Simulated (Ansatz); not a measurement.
An Ansatz (a first-principles code) run: La; Kohn–Sham DFT with the r2SCAN functional, run in Ansatz with PAW and 500 eV plane waves, spin-orbit coupling left out.

Input:

Ansatz 0.2 input:
```yaml
crystal:
  lattice:
    - [3.7855824624, 0, 0]
    - [-1.8927912312, 3.2784105806, 0]
    - [0, 0, 12.032745142]
  atoms:
    - { symbol: La, position: [0, 0, 0] }
    - { symbol: La, position: [0, 0, 0.5] }
    - { symbol: La, position: [0.3333333333, 0.6666666667, 0.25] }
    - { symbol: La, position: [0.6666666667, 0.3333333333, 0.75] }
basis: { ecutwfc: 500, ecutrho_ratio: 4, xc_grid: 4, fft_grid_basis: typed }
kpoints: { mp_grid: { grid: [14, 14, 4] } }
hamiltonian:
  xc: r2scan
  dispersion: none
  pseudopotentials: { kind: paw }
scf: { occupations: { method: fermi_dirac, width: 0.05 }, convergence: { dr2_threshold: 0.0000000004 } }
output: { forces: true, stress: true }
```

Output:

```
WARN ansatz: RAYON_NUM_THREADS=2 ignored (pool sized by the plan → 2); use --threads N
Pseudopotentials: kind: paw
Pseudopotential: La, paw, valence charge 11
Functional definition: r2SCAN
Crystal: 4 atoms, lattice volume = 149.335 Å³
Basis set: ecut = 500 eV, 3739 PW (Γ), exchange–correlation on 120×120×360 points (64 copies of the dense FFT grid, shifted against one another)
Bands: 27, of which v1, the nominal top of the filled ones, is band 22 counted from 1 (21 counted from 0)
Symmetry: 24 space group operations
Space group: P63/mmc (ITA 194), of the structure as read, at distance tolerance 5.3e-5 Å
k-points: 72 of 784
PAW frozen core: La, regenerated for the run's functional
Initial density: superposition of atomic densities (neutral atoms: chi_scale 0, normalization atom), corrected by the library's trained network
Initial wavefunctions: pseudopotential atomic-orbital guess
Eigensolver: davidson
Functional: x = r2scan, c = r2scan; τ floored in thin density (d = 2e-4 eV/Å³)
SCF iter   1: F=—  HF=-25058.506773 eV  |F-HF|=—  |Δ(HF+E_count)|=         —  Δρ=8.59e-3  dr2=1.15e-1  dr2_τ=9.99e-3  ethr=1.77e-3  ⟨swp⟩=8.3  Hψ=11188  notcnv=0
all-band conjugate gradients solve this SCF's bands
preconditioner: auto → Kerker (q_TF=auto, 2.226 Å⁻¹)
SCF iter   2: F=—  HF=-25058.738406 eV  |F-HF|=—  |Δ(HF+E_count)|=   2.32e-1  Δρ=4.39e-3  dr2=2.79e-2  dr2_τ=1.39e-3  ethr=2.62e-4  ⟨swp⟩=3.5  Hψ=4716  notcnv=0
SCF iter   3: F=—  HF=-25058.734606 eV  |F-HF|=—  |Δ(HF+E_count)|=   3.80e-3  Δρ=7.81e-4  dr2=1.07e-3  dr2_τ=4.00e-5  ethr=6.35e-5  ⟨swp⟩=3.7  Hψ=3956  notcnv=0
SCF iter   4: F=—  HF=-25058.735777 eV  |F-HF|=—  |Δ(HF+E_count)|=   1.17e-3  Δρ=2.99e-4  dr2=1.52e-4  dr2_τ=2.00e-6  ethr=2.44e-6  ⟨swp⟩=2.3  Hψ=3607  notcnv=0
SCF iter   5: F=—  HF=-25058.735897 eV  |F-HF|=—  |Δ(HF+E_count)|=   1.20e-4  Δρ=7.66e-5  dr2=1.12e-5  dr2_τ=9.03e-8  ethr=3.45e-7  ⟨swp⟩=2.6  Hψ=3558  notcnv=0
SCF iter   6: F=—  HF=-25058.735906 eV  |F-HF|=—  |Δ(HF+E_count)|=   8.87e-6  Δρ=1.66e-5  dr2=4.09e-7  dr2_τ=1.23e-8  ethr=2.56e-8  ⟨swp⟩=2.3  Hψ=3445  notcnv=0
SCF iter   7: F=—  HF=-25058.735944 eV  |F-HF|=—  |Δ(HF+E_count)|=   3.80e-5  Δρ=4.40e-6  dr2=3.54e-8  dr2_τ=7.72e-10  ethr=9.31e-10  ⟨swp⟩=2.3  Hψ=3661  notcnv=0
SCF iter   8: F=—  HF=-25058.735944 eV  |F-HF|=—  |Δ(HF+E_count)|=   2.26e-8  Δρ=1.32e-6  dr2=5.58e-9  dr2_τ=1.63e-10  ethr=8.04e-11  ⟨swp⟩=2.0  Hψ=3321  notcnv=0
SCF iter   9: F=-25058.735944 eV  HF=-25058.735944 eV  |F-HF|=5.82e-11  |Δ(HF+E_count)|=   1.80e-9  Δρ=4.27e-7  dr2=3.34e-10  dr2_τ=1.09e-11  ethr=1.00e-12  ⟨swp⟩=3.4  Hψ=9290  notcnv=0
SCF 1 converged in 9 iterations: F = -25058.735944 eV  dr2 = 3.34e-10
SCF converged after 9 iterations
Free energy (F): -25058.735944 eV
Harris-Foulkes:  -25058.735944 eV  (|F-HF|=5.82e-11)
Internal energy: -25058.687872 eV  (E = F + TS)
E sigma→0 (E₀):  -25058.711908 eV
Entropy (-TS):   -0.048072 eV (-12.018 meV/atom)
Fermi energy:    11.073474 eV
--- Per-component energies (eV) ---
  E_band       = -207.714804
  E_kinetic    = 770.650503
  E_local      = -1335.362045  (includes V_loc(G=0)·N_el)
  E_nonlocal   = 371.275921
  E_hartree    = 420.090282
  E_xc         = -527.380515
  E_vxc        = -640.860990  (∫ρ·V_xc dr)
  E_paw        = -21747.179284  (= ΣΔE_a)
  E_vpaw       = -246.946814  (= ΣTr[D̂ρ^β])
  E_aug_tail   = 0.000000  (compensation charges beyond the density's cutoff)
  E_vtau       = 33.347563  (kinetic-family band-sum trace: ∫τ·v_τ [+ j·A + Jᵃ·Aᵃ] dr)
  E_ewald      = -3011.056783
  E_core_change = 0.274050  (= ΣΔE_core)
  E_smearing   = -0.048072  (= −TS)
  E_closure    = 0.000000  (closes the sum)
  Σ components = -25058.735944   (vs F -25058.735944, Δ=0.00e0)
  [band-id]    e_kinetic+e_local+e_nonlocal+2·e_hartree+e_vxc+e_vpaw+e_augmentation_tail+e_vtau = -207.715297   (vs E_band -207.714804, Δ=-4.93e-4)
--- Forces (eV/Å), atoms counted from 1 ---
  atom   1  La     0.00000000    -0.00000000     0.00000000
  atom   2  La    -0.00000000     0.00000000    -0.00000000
  atom   3  La     0.00000000     0.00000000     0.00000000
  atom   4  La    -0.00000000     0.00000000     0.00000000
  max |Σ_I F_I| component: 4.63e-18 eV/Å
--- Stress (GPa, compression-positive) ---
       -0.000060       0.000000       0.000000
        0.000000      -0.000060       0.000000
        0.000000       0.000000       0.000669
  P = ⅓ Tr σ = 0.0002 GPa (0.002 kbar)
  The stress holds the Pulay correction. Without it, at fixed plane waves, as pw.x and ABINIT print it: P = -0.0273 GPa
  The stress includes an estimate of the error left by incomplete SCF convergence (largest component 0.0003 GPa).
--- Band table ---
  band table: none
```

Stability against distortions was not tested. The cell is La (space group P6_3/mmc, No. 194).
